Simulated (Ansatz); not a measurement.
**InMo$_{3}$Se$_{3}$ (space group P6_3/m, No. 176; a cell from a computed database, its experimental status unchecked)**

```yaml
crystal:
  lattice:
    - [8.76845, 0.00000, 0.00000]
    - [-4.38423, 7.59370, 0.00000]
    - [0.00000, 0.00000, 4.47675]
  atoms:
    - { symbol: In, position: [0.33333, 0.66667, 0.25000] }
    - { symbol: In, position: [0.66667, 0.33333, 0.75000] }
    - { symbol: Mo, position: [0.15367, 0.96475, 0.25000] }
    - { symbol: Mo, position: [0.84633, 0.03525, 0.75000] }
    - { symbol: Mo, position: [0.18892, 0.15367, 0.75000] }
    - { symbol: Mo, position: [0.81108, 0.84633, 0.25000] }
    - { symbol: Mo, position: [0.03525, 0.18892, 0.25000] }
    - { symbol: Mo, position: [0.96475, 0.81108, 0.75000] }
    - { symbol: Se, position: [0.92840, 0.62729, 0.25000] }
    - { symbol: Se, position: [0.07160, 0.37271, 0.75000] }
    - { symbol: Se, position: [0.30111, 0.92840, 0.75000] }
    - { symbol: Se, position: [0.69889, 0.07160, 0.25000] }
    - { symbol: Se, position: [0.37271, 0.30111, 0.25000] }
    - { symbol: Se, position: [0.62729, 0.69889, 0.75000] }
```

The values are results of PBEsol in Ansatz (plane waves to 420 eV, PAW, no SOC), not measurements. k-mesh 5×5×9 (Γ-centred); smearing 0.05 eV (Fermi–Dirac).

| Item | Value |
|---|---|
| Volume per atom | 21.29 Å³ |
| Density | 7.13 g/cm³ |
| Band gap | zero |
| Total energy | -5213.362 eV/atom (σ→0; compares only within this code and set-up) |

No phonon test of stability was made. The final runs are not spin-polarised. The zero or small gap of InMo3Se3 can change with the level of theory.

Ansatz is an electronic-structure program.
